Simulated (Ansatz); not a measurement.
Base system: MgS in the rock salt structure (space group Fm-3m, No. 225; a = 5.182 Å).

It is then changed as follows: the cell is scaled by 1.0073 in all directions, atoms relaxed at fixed cell.

Levels (all Ansatz, a first-principles code, PAW): PBEsol (420 eV, without spin-orbit coupling); r2SCAN (500 eV, no SOC); HSE06 (420 eV, without spin-orbit coupling).

One geometry, relaxed with PBEsol, under each level:

Notes on the quantities. hole mass: degenerate bands, along [100].

```csv
level,band gap,lowest conduction level above the VBM at special points,electron mass,hole mass,pressure
PBEsol,2.68 eV,X 2.68 eV; Γ 3.52 eV; U 3.80 eV; K 3.80 eV,"0.53 mₑ along k, 0.29 mₑ across (at X)","0.24, 0.94, 0.94 mₑ (at Γ)",-1.63 GPa
r2SCAN,3.44 eV,X 3.44 eV; Γ 4.56 eV; U 4.54 eV; K 4.54 eV,"0.52 mₑ along k, 0.30 mₑ across (at X)","0.28, 0.94, 0.94 mₑ (at Γ)",-0.75 GPa
HSE06,3.78 eV,X 3.78 eV; Γ 4.74 eV; U 4.94 eV,–,–,–
```

Single points use the geometry relaxed with PBEsol. Their cutoffs differ, which shifts pressures a little. HSE06 gaps are upper bounds (no full band path). The cells carry an imposed strain or load. Masses are band curvatures over ±0.01 Å⁻¹ around the edge. Along k means along the line from Γ to the band edge. Stability against distortions was not tested.
